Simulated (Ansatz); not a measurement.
System: interstitial Sr in rock-salt SrO (charge state +2). Computed with PBE, PAW (plane waves to 420 eV; Ansatz, a first-principles code).

Cell of 64 host sites held at the relaxed PBE lattice; the Γ point alone; Fermi-Dirac width 0.01 eV, spin-restricted; finite-size errors left in. Static, classical nuclei. The charge state is imposed; whether it is stable for some Fermi level was not computed. Sites that were not tried may lie lower.

Barriers: single points on a 2×2×2 k-point mesh shifted by half a step at the bands' geometries (they differ from the bands' own by up to 0.19 eV, and are uncertain by about as much).

The step: several atoms move together, Sr the farthest. Atoms about the jump, Cartesian Å from the middle of the jump, before and after:

| atom | x0 | y0 | z0 | x1 | y1 | z1 |
|---|---|---|---|---|---|---|
| Sr1 | 0.00 | 1.30 | 0.00 | 0.00 | -1.30 | 0.00 |
| O2 | -1.31 | -0.02 | -1.31 | -1.32 | 0.02 | -1.32 |
| O3 | 1.32 | -0.02 | 1.32 | 1.31 | 0.02 | 1.31 |
| Sr4 | 1.61 | -0.33 | -1.62 | 1.62 | 0.33 | -1.61 |
| Sr5 | -1.62 | -0.32 | 1.62 | -1.62 | 0.32 | 1.62 |
| O6 | 1.32 | -2.65 | -1.32 | 1.31 | -2.62 | -1.31 |
| O7 | 1.31 | 2.62 | -1.31 | 1.32 | 2.65 | -1.32 |
| O8 | -1.32 | 2.61 | 1.32 | -1.32 | 2.65 | 1.32 |
| O9 | -1.32 | -2.65 | 1.32 | -1.32 | -2.61 | 1.32 |

Problem. Where do these atoms stand at the saddle point, and how high is it?

Solution. 
```csv
atom,x,y,z
Sr1,0.05,0.00,-0.05
O2,-1.58,0.01,-1.57
O3,1.56,0.01,1.58
Sr4,1.93,0.01,-1.93
Sr5,-1.86,0.00,1.86
O6,1.21,-2.21,-1.21
O7,1.21,2.24,-1.21
O8,-1.21,2.29,1.21
O9,-1.21,-2.28,1.21
```
It lies 1.37 eV above the start and 1.37 eV above the end. The saddle point's order was not checked, and it lies on a symmetry element of the cell, where a band can be held. Symmetry-equivalent saddle points exist between the same ends.
